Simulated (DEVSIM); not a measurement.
Structure: W/La2O3/n-Si capacitor, at 400 K.

Layer 1 from the left is La2O3, thickness (nm) 4.70. Layer 2 from the left is Si, thickness (nm) 3300, Nd (cm⁻³) 3e16.

Metal gate on the left, work function 4.6 eV. Fixed charge at the semiconductor interface 3.1e11 cm⁻² (in units of +e); no interface traps.

The device is made up for the run: typed textbook-type constants, with dimensions and the other settings drawn at random. Values at 300 K; Nc and Nv go as T^1.5, mobilities as T to minus their exponent, the gap by Varshni's rule with the affinity fixed.

La2O3: gap (eV) 5.8, affinity (eV) 1.8, permittivity 27. Si: gap (eV) 1.124, affinity (eV) 4.05, permittivity 11.7, Nc (cm⁻³) 2.86e19, Nv (cm⁻³) 3.1e19, Varshni α (eV/K) 0.000473, Varshni β (K) 636.

Simulated with DEVSIM: 1D Poisson equation in equilibrium, Boltzmann statistics, complete ionisation; no quantum confinement or tunnelling. Metal contacts follow the ideal Schottky-Mott rule: no Fermi-level pinning, no interface dipoles.

Problem. What does the simulation give for the flat-band voltage, the minimum of the low-frequency capacitance?

Solution. flat-band voltage 0.29 V; minimum of the low-frequency capacitance 0.0765 μF/cm².
